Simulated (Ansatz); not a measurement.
Start from InAs in the zinc blende structure (space group F-43m, No. 216; a = 6.087 Å).

It is then changed as follows: Sb takes the place of As on all its sites, then cell and atoms are relaxed.

Levels (all Ansatz, an electronic-structure program, PAW): PBEsol (420 eV, no spin-orbit coupling); r2SCAN (500 eV, no SOC).

The geometry is relaxed with PBEsol.

PBEsol pressure: 0.0 GPa
PBEsol band gap: zero

Question: What does r2SCAN give at this geometry for the pressure and band gap?

Answer: The pressure goes from zero to 0.8 GPa; the band gap becomes 0.13 eV (PBEsol: zero).

Single points use the geometry relaxed with PBEsol. Their cutoffs differ, which shifts pressures a little. With Sb present, leaving out spin-orbit coupling can change the band edges. No phonon test of stability was made. The final runs are not spin-polarised. The zero or small gap of InSb and InAs can change with the level of theory.
